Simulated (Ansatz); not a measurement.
SiC (P6_3mc) under biaxial stress xx = yy (compression positive): hole mass along x by PBEsol with spin-orbit coupling, rigid bands (plane waves, PAW; Ansatz, a quantum-chemistry and plane-wave program). The unloaded cell, whose axes the loads refer to:

```xyz
4
Lattice="3.0760 0.0000 0.0000 -1.5380 2.6639 0.0000 0.0000 0.0000 5.0477" Properties=species:S:1:pos:R:3 pbc="T T T"
Si     0.0000     1.7759     2.5218
Si     1.5380     0.8880     5.0457
C      0.0000     1.7759     4.4188
C      1.5380     0.8880     1.8949
```

```
biaxial stress xx = yy (compression positive) (GPa)  volume per atom (Å³)  hole mass along x (mₑ)
---------------------------------------------------  --------------------  ----------------------
-2                                                                  10.40                       ?
-1                                                                  10.37                    1.23
0                                                                   10.34                    1.20
1                                                                   10.31                    1.18
2                                                                   10.28                    1.16
```

Question: Fit a straight line to ln(hole mass along x) against the load over the rows given, and predict the row at -2 GPa.

Answer: The means are x̄ = 0.500 GPa and ȳ = 0.1758; Σ(x − x̄)(y − ȳ) = -0.09629 and Σ(x − x̄)² = 5.000, so the slope is -1.93 % per GPa, and the rows given lie within 0.31 % of the line. At -2 GPa the line gives 1.25 mₑ; the calculation gives 1.27 mₑ, 1.5 % from it.

Masses are for dilute carriers at 300 K, harmonic means over directions unless an axis is named. Stresses and pressures are the targets of the relaxation. The structure type is held at every load. Geometry: cell and atoms relaxed with PBEsol.
